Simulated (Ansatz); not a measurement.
**A computed series for hypothetical P6_3mc GeSe: carrier doping**

The parent structure is GeSe (space group P6_3mc, No. 186; a = 4.7103 Å, c = 5.6850 Å; a hypothetical phase, not in the database extracts checked).

Carriers are added at fixed cell with a uniform background; the Fermi–Dirac width is that of 300 K.

The values are results of PBEsol/PAW in Ansatz (a first-principles code), no spin-orbit coupling, not measurements.

Notes on the quantities. Fermi level from band edge: Fermi level relative to the doped band's edge (positive inside the band; to 0.05 eV).

| hole density (10^21 cm⁻³) | Fermi level from band edge (eV) |
|---|---|
| 1 | 0.25 |
| 5 | ? |
| 7 | 0.70 |
| 10 | 0.85 |

Task: Fit E_F = C n^s, fitted as a line in log–log form (a parabolic band gives s = 2/3) to the rows shown and predict the withheld row.

Result: Least squares on the printed values gives C = 0.25 eV, s = 0.53 (largest residual 0.00 eV); this predicts 0.59 eV, and the run gives 0.55 eV, in agreement.

Charged cell with a jellium background: band edges are those of the host's band count, energies are not comparable with the neutral cell, and many-body gap narrowing is missing. Whether these cells are dynamically stable was not tested.
